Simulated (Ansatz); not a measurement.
# Effect of Te → Sn on hypothetical rock salt BeTe

Consider BeTe in the rock salt structure (space group Fm-3m, No. 225; a = 5.361 Å; a hypothetical phase, not in the database extracts checked).

Now apply this change: Sn takes the place of Te on all its sites, then cell and atoms are relaxed.

Calculations: plane-wave PAW DFT at the PBE level (Ansatz, a first-principles code, 420 eV), scalar-relativistic without spin-orbit coupling, earlier PAW set. Γ-centred 15×15×15 mesh, Fermi–Dirac width 0.05 eV.

```json
[
 {"quantity": "volume per atom", "base": "19.26 Å³", "changed": "18.26 Å³", "shift": "-0.993 Å³"},
 {"quantity": "space group", "base": "Fm-3m (No. 225)", "changed": "Fm-3m (No. 225)", "shift": "–"},
 {"quantity": "shortest interatomic distance", "base": "2.680 Å", "changed": "2.633 Å", "shift": "-0.047 Å"},
 {"quantity": "band gap", "base": "zero", "changed": "zero", "shift": "–"}
]
```

Final structure:

```yaml
crystal:
  lattice:
    - [0.00000, 2.63344, 2.63344]
    - [2.63344, 0.00000, 2.63344]
    - [2.63344, 2.63344, 0.00000]
  atoms:
    - { symbol: Sn, position: [0.00000, 0.00000, 0.00000] }
    - { symbol: Be, position: [0.50000, 0.50000, 0.50000] }
```

Whether these cells are dynamically stable was not tested. As relaxed here, BeSn is a hypothetical phase, not in the database extracts checked. All final runs are without spin polarisation.
